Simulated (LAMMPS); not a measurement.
Cu (fcc) at 1430 K and zero pressure, started from the crystal, with several potentials, in cells of their own sizes.

Potentials compared:
- EAM-type universal-3 set of Foiles, Baskes and Daw: classical MD, pair style eam, the elements' _u3.eam files (universal-3 set of Foiles, Baskes and Daw) (LAMMPS); Foiles et al, Phys Rev B, 33, 7983 (1986)
- MEAM library.meam-Cu: classical MD, pair style meam, file library.meam (library.meam-Cu) (LAMMPS); Baskes, Phys Rev B, 46, 2727-2742 (1992)
- bond-order AlCu.bop.table: classical MD, pair style bop, file AlCu.bop.table (LAMMPS); Zhou, Ward, and Foster, Phys. Chem. Chem. Phys., under consideration

```
potential                                                                         state                    volume  first peak of g(r)       coordination number  mean phonon frequency  rough cost (ms per atom and simulated ps)
--------------------------------------------------  -----------------------------------  ------------------------  ------------------  ------------------------  ---------------------  -----------------------------------------
bond-order AlCu.bop.table                           crystal; no diffusion seen in 15 ps    12.119 ± 0.003 Å³/atom  2.54 Å, height 3.6  12.2 (counted to 3.18 Å)                5.0 THz                                   10 to 30
EAM-type universal-3 set of Foiles, Baskes and Daw  crystal; no diffusion seen in 30 ps    12.890 ± 0.001 Å³/atom  2.54 Å, height 3.1  12.4 (counted to 3.30 Å)                4.5 THz                                     1 to 3
MEAM library.meam-Cu                                crystal; no diffusion seen in 30 ps  12.1740 ± 0.0009 Å³/atom  2.57 Å, height 4.6  12.0 (counted to 3.14 Å)                6.9 THz                                    3 to 10
```

Costs are rough: whole-run CPU time with set-up and analysis, from shared machines, in bands a factor of about three wide.

Caution (row bond-order AlCu.bop.table): this crystal lies over the measured melting point of 1358 K, so it is superheated or the potential melts high.

Caution (row bond-order AlCu.bop.table): a run this short can hold a crystal over, or a liquid under, the potential's own melting point, which these runs don't give.

Caution (row EAM-type universal-3 set of Foiles, Baskes and Daw): this crystal lies over the melting point of about 1290 K that EAM-type universal-3 set of Foiles, Baskes and Daw gives, so it is superheated.

Caution: the potential MEAM library.meam-Cu is a first-neighbour MEAM set with a 4 Å cutoff, used here without a parameter file and away from the static properties it was fitted to.

Caution (row MEAM library.meam-Cu): this crystal lies over the melting point of about 1350 K that MEAM library.meam-Cu gives, so it is superheated.

States go by the mean squared displacement: a species diffuses where it passes 1.5 Å², still rises and gives D over 1e-6 cm²/s; a crystal has left its structure where atoms lie 0.35 Å off their sites on average or a cubic box changes its shape by 3 %, or the axial ratios of another lie 8 % off the starting cell's, which the potential's own relaxation can also do.

Errors shown are sampling errors alone.
